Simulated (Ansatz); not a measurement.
For GaO (model structure, started from the beta GaS type, P6₃/mmc, No. 194, 8 atoms in the cell), PBEsol (Ansatz, a program for electronic structure, PAW) gives:

```
Item                       Result
-------------------  ------------
lattice parameter a       3.070 Å
lattice parameter c      12.852 Å
cohesive energy      4.72 eV/atom
band gap                  1.09 eV
```

Question: What does r²SCAN+rVV10 (Ansatz, PAW) give for the same quantities?

Answer: 
- lattice constant a: 3.077 Å (grows by 0.2 %)
- lattice parameter c: 12.356 Å (drops by 3.9 %)
- cohesive energy: 4.59 eV/atom (shrinks by 0.13 eV/atom)
- band gap: 1.46 eV (grows by 0.37 eV)

Changes are worked out from the printed values.

Unless a cell is named, each level is at its own relaxed cell (PBEsol 13.12, r²SCAN+rVV10 12.66 Å³/atom).

Spin–orbit coupling is included only where a level's name says +SOC; with heavier elements it mostly lowers gaps and can invert bands. Density-functional gaps are differences of (generalised) Kohn–Sham levels.

Ansatz's density-functional and Hartree–Fock values are scalar-relativistic unless marked +SOC, with PAW data made under PBE.

A model structure was made by putting elements into a prototype or built by hand; it is no filed structure, need not be a known phase, and can be a saddle point held by its symmetry.
